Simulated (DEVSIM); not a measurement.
System: TaN/SiO2/n-InP capacitor, at 400 K.

| layer (left to right) | material | thickness (nm) | Nd (cm⁻³) |
|---|---|---|---|
| 1 | SiO2 | 1.10 | - |
| 2 | InP | 5500 | 1.3e16 |

Metal gate on the left, work function 4.4 eV. Fixed charge at the semiconductor interface -6.7e11 cm⁻² (in units of +e); no interface traps.

This is a model device: material constants are rounded textbook-type values typed into the input, and sizes, dopings and lifetimes were drawn at random. Values at 300 K; Nc and Nv go as T^1.5, mobilities as T to minus their exponent, the gap by Varshni's rule with the affinity fixed.

| parameter | SiO2 | InP |
|---|---|---|
| gap (eV) | 9 | 1.344 |
| affinity (eV) | 0.9 | 4.38 |
| permittivity | 3.9 | 12.5 |
| Nc (cm⁻³) | - | 5.7e17 |
| Nv (cm⁻³) | - | 1.1e19 |
| Varshni α (eV/K) | - | 0.000363 |
| Varshni β (K) | - | 162 |

Model (solved in DEVSIM): 1D Poisson equation in equilibrium, Boltzmann statistics, complete ionisation; no quantum confinement or tunnelling. Metal contacts follow the ideal Schottky-Mott rule: no Fermi-level pinning, no interface dipoles.

The interface trap density was swept, all else fixed.

```json
[
 {"interface trap density (cm^-2 eV^-1)": "0", "threshold voltage (band bending 2φF) (V)": "-1.03", "flat-band voltage (V)": "-0.09", "minimum of the low-frequency capacitance (μF/cm²)": "0.0395"},
 {"interface trap density (cm^-2 eV^-1)": "1e10", "threshold voltage (band bending 2φF) (V)": "-1.03", "flat-band voltage (V)": "-0.09", "minimum of the low-frequency capacitance (μF/cm²)": "0.0410"},
 {"interface trap density (cm^-2 eV^-1)": "1e11", "threshold voltage (band bending 2φF) (V)": "-1.03", "flat-band voltage (V)": "-0.09", "minimum of the low-frequency capacitance (μF/cm²)": "0.0550"},
 {"interface trap density (cm^-2 eV^-1)": "3e11", "threshold voltage (band bending 2φF) (V)": "-1.04", "flat-band voltage (V)": "-0.08", "minimum of the low-frequency capacitance (μF/cm²)": "0.0857"},
 {"interface trap density (cm^-2 eV^-1)": "1e12", "threshold voltage (band bending 2φF) (V)": "-1.05", "flat-band voltage (V)": "-0.07", "minimum of the low-frequency capacitance (μF/cm²)": "0.188"},
 {"interface trap density (cm^-2 eV^-1)": "2e12", "threshold voltage (band bending 2φF) (V)": "-1.07", "flat-band voltage (V)": "-0.04", "minimum of the low-frequency capacitance (μF/cm²)": "0.324"}
]
```

From the first row to the last the threshold voltage (band bending 2φF) goes from -1.03 to -1.07. From the first row to the last the flat-band voltage goes from -0.09 to -0.04.
